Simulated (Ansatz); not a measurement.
A computed series for CoSi: response to strain

Base system: CoSi (space group P2_13, No. 198; non-magnetic).

```
CoSi
1.0
    4.38269     0.00000     0.00000
    0.00000     4.38269     0.00000
    0.00000     0.00000     4.38269
Co Si
4 4
Direct
  0.14562   0.14562   0.14562
  0.64562   0.35438   0.85438
  0.85438   0.64562   0.35438
  0.35438   0.85438   0.64562
  0.84366   0.84366   0.84366
  0.34366   0.65634   0.15634
  0.15634   0.34366   0.65634
  0.65634   0.15634   0.34366
```

Cartesian axes are those of the cell as printed.

Strains are applied to the cell and any free atomic positions relax; under biaxial strain the out-of-plane vector relaxes too.

The values are results of r2SCAN/PAW in Ansatz (a first-principles code), no SOC, earlier PAW set, not measurements.

Notes on the quantities. pressure: mean of the normal stresses, compression positive; energy relative to the base: free energy F.

```tsv
change	pressure	energy relative to the base	shortest interatomic distance	space group
base	0.0 GPa	0 meV/atom	2.292 Å	P2_13 (No. 198)
biaxial strain −1.04 %, plane normal [111], relaxed out of plane	3.4 GPa	+3.4 meV/atom	[?]	R3 (No. 146)
uniaxial strain ε_xx = −5.35 %	16.3 GPa	[?]	[?]	P2_12_12_1 (No. 19)
uniaxial strain ε_xx = +3.67 %	-7.7 GPa	+16 meV/atom	2.310 Å	P2_12_12_1 (No. 19)
uniaxial strain ε_zz = +2.59 %	-5.7 GPa	+8.4 meV/atom	2.307 Å	P2_12_12_1 (No. 19)
tensor shear ε_yz = −2.32 %	[?]	+9.6 meV/atom	2.265 Å	P2_1 (No. 4)
tensor shear ε_xz = −2.70 %	0.5 GPa	+13 meV/atom	2.261 Å	P2_1 (No. 4)
```

Q: Some entries are withheld; estimate them.

A: 
- biaxial strain −1.04 %, plane normal [111], relaxed out of plane, shortest interatomic distance: 2.277 Å
- uniaxial strain ε_xx = −5.35 %, energy relative to the base: +47 meV/atom
- uniaxial strain ε_xx = −5.35 %, shortest interatomic distance: 2.222 Å
- tensor shear ε_yz = −2.32 %, pressure: 0.4 GPa

Whether these cells are dynamically stable was not tested. Seeded moments were not kept for the base. The final runs are not spin-polarised.
